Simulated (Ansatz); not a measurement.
# A computed series for Al: response to strain

The reference is Al in the fcc (Cu type) structure (space group Fm-3m, No. 225; relaxed with 0.1 eV smearing).

```xyz
1
Lattice="0.0000 2.0204 2.0204 2.0204 0.0000 2.0204 2.0204 2.0204 0.0000" Properties=species:S:1:pos:R:3 pbc="T T T"
Al     0.0000     0.0000     0.0000
```

Strains are applied to the cell and any free atomic positions relax.

Calculations: Kohn–Sham DFT with the PBE functional, run in Ansatz (a quantum-chemistry and plane-wave program) with PAW and 420 eV plane waves, no spin-orbit coupling, earlier PAW set.

```
isotropic strain (%)  pressure (GPa)
--------------------  --------------
-1.65                            4.3
-1.48                            3.8
-1.43                            3.7
0                                0.0
0.79                               ?
3.62                            -6.4
```

Question: Fit P = P₀ − Bδ + Cδ² with δ = (1 + ε)³ − 1 to the rows shown and predict the withheld row.

Answer: Least squares on the printed values gives P₀ = 0.0 GPa, B = 78.8 GPa, C = 195 GPa (largest residual 0.0 GPa); this predicts -1.8 GPa, and the run gives -1.7 GPa, in agreement.

Stability against distortions was not tested.
